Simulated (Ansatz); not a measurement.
**Ga2O3, pressure series**

The reference is Ga$_{2}$O$_{3}$ in the corundum structure (space group R-3c, No. 167; a = 5.058 Å, c = 13.624 Å (hexagonal axes)).

Cell and atoms are relaxed at each pressure.

Calculations: PBE (Ansatz, a program for electronic structure, PAW, spin-orbit coupling left out), earlier PAW set.

Notes on the quantities. enthalpy: H = E + PV relative to the base's energy.

```csv
variant,volume per atom,smallest direct gap,enthalpy
base,10.06 Å³,2.64 eV,–
pressure −2 GPa,10.17 Å³,2.53 eV,-0.13 eV/atom
pressure −1 GPa,10.11 Å³,2.58 eV,-0.06 eV/atom
pressure 0.9 GPa,10.02 Å³,2.68 eV,+0.06 eV/atom
pressure 2.1 GPa,9.96 Å³,2.75 eV,+0.13 eV/atom
pressure 4.5 GPa,9.85 Å³,2.87 eV,+0.28 eV/atom
pressure 9 GPa,9.65 Å³,3.09 eV,+0.55 eV/atom
pressure 15 GPa,9.43 Å³,3.36 eV,+0.91 eV/atom
pressure 22.5 GPa,9.17 Å³,3.66 eV,+1.35 eV/atom
pressure 30 GPa,8.95 Å³,3.92 eV,+1.77 eV/atom
```

Load acts through the strain it causes; cell and atoms are relaxed under it. Stability against distortions was not tested. Competing high-pressure phases were not computed.
